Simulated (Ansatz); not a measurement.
Results of dielectric-dependent PBEsol hybrid (Ansatz, a quantum-chemistry and plane-wave program, PAW) for BaTiNOF (model structure, Pmmm, No. 47, 5 atoms in the cell).

The input as run:

Ansatz 0.2 input:
```yaml
crystal:
  lattice:
    - [3.9759920992, 0.0, 0.0]
    - [0.0, 4.1126447407, 0.0]
    - [0.0, 0.0, 4.0232940157]
  atoms:
    - { symbol: Ba, position: [0.5, 0.5, 0.5] }
    - { symbol: Ti, position: [0.0, 0.0, 0.0] }
    - { symbol: N, position: [0.5, 0.0, 0.0] }
    - { symbol: F, position: [0.0, 0.5, 0.0] }
    - { symbol: O, position: [0.0, 0.0, 0.5] }
  host: atoms
basis:
  ecutwfc: 460
  ecutrho_ratio: 4
  xc_grid: 2
kpoints:
  mp_grid: { grid: [6, 6, 6] }
hamiltonian:
  xc:
    exchange: pbesol
    correlation: pbesol
    exx: { coeff: inverse_dielectric }
  dispersion: none
  pseudopotentials: { kind: paw }
scf:
  occupations: { method: fermi_dirac, width: 0.01 }
  convergence: { dr2_threshold: 0.0000000005 }
output:
  forces: true
  stress: true
  eigenvalues: true
```

Output (set-up and result lines):

```
WARN output.stress: scf.exx.energy_threshold = 1e-6 eV is looser than the 5e-8 eV advised for a stress under a hybrid functional (1e-8 eV for each atom of the …
Crystal: 5 atoms, lattice volume = 65.788 Å³
Basis set: ecut = 460 eV, 1445 PW (Γ), exchange–correlation on 60×60×60 points (8 copies of the dense FFT grid, shifted against one another)
Bands: 25, of which v1, the nominal top of the filled ones, is band 20 counted from 1 (19 counted from 0)
Symmetry: 8 space group operations
Space group: Pmmm (ITA 47), of the structure as read, at distance tolerance 4.0e-5 Å
k-points: 64 of 216
SCF iter   1: F=—  HF=-10083.376237 eV  |F-HF|=—  |Δ(HF+E_count)|=         —  Δρ=1.36e-2  dr2=1.20e-1
SCF iter   2: F=—  HF=-10083.347890 eV  |F-HF|=—  |Δ(HF+E_count)|=   2.83e-2  Δρ=4.76e-3  dr2=1.47e-2
  ...
Crystal: 5 atoms, lattice volume = 65.788 Å³
Initial density: handed on by an earlier stage of this run
Functional: x = 0.9126084389972222 pbesol(κ = 0.804, μ = 0.12345679012345678) + 0.08739156100277773 exact, c = pbesol(β = 0.046)
Crystal: 5 atoms, lattice volume = 65.788 Å³
SCF iter   4: F=—  HF=-10097.639734 eV  |F-HF|=—  |Δ(HF+E_count)|=   1.51e-8  Δρ=1.03e-6  dr2=5.49e-10
SCF iter   5: F=-10097.639734 eV  HF=-10097.639734 eV  |F-HF|=7.28e-12  |Δ(HF+E_count)|=  9.28e-11  Δρ=1.21e-7  dr2=1.08e-11
SCF 3 converged in 5 iterations: F = -10097.639734 eV  dr2 = 1.08e-11
Free energy (F): -10097.639734 eV
Internal energy: -10097.639734 eV  (E = F + TS)
E sigma→0 (E₀):  -10097.639734 eV
Fermi energy:    11.800362 eV
--- Forces (eV/Å), atoms counted from 1 ---
  atom   1  Ba     0.00000000     0.00000000     0.00000000
  atom   2  Ti     0.00000000     0.00000000     0.00000000
  atom   3  N      0.00000000     0.00000000     0.00000000
  atom   4  F     -0.00000000     0.00000000     0.00000000
  atom   5  O      0.00000000     0.00000000     0.00000000
--- Stress (GPa, compression-positive) ---
       -1.687939       0.000000       0.000000
        0.000000      -0.579780       0.000000
        0.000000       0.000000      -0.941172
  P = ⅓ Tr σ = -1.0696 GPa (-10.696 kbar)
```

The PAW data were made under PBE.

Note: the relaxation could raise the start's symmetry but not lower it, so the cell can be a saddle point. Note: cell and atoms aren't relaxed at this level (pressure -1.1 GPa).

A model structure was made by putting elements into a prototype or built by hand; it is no filed structure, need not be a known phase, and can be a saddle point held by its symmetry.
